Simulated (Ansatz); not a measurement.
The starting structures come from a database of crystals and need not be the phases stable at ambient conditions.

Inside the gap of an insulator the Bloch states are evanescent, with a wavenumber k + iκ along the transport direction.

Given:

```
CELL_PARAMETERS angstrom
      7.30212     0.00000     0.00000
      3.65106     7.57038     0.00000
      3.65106    -0.58695     2.02458
ATOMIC_POSITIONS crystal
  Sr 0.00000 0.00000 0.00000
  Zn 0.96201 0.37132 0.37132
  Zn 0.03799 0.62868 0.62868
  As 0.60543 0.72790 0.72790
  As 0.39457 0.27210 0.27210
```

Space group of this cell: P-3m1. The cell is taken as given.

Transport runs along the normal of the first two printed cell vectors, the (111) plane of the conventional cell.

The gap is the functional's own, uncorrected, and κ follows it; spin-orbit coupling is left out. Mid-gap values are interpolated between the computed energies.

Q: State the band gap and the smallest decay constant κ at mid-gap according to r2SCAN (Ansatz, a quantum-chemistry and plane-wave program).

A: Gap 0.72 eV on a 14×14×14 mesh; κ = 0.073 1/Å, at the zone centre.
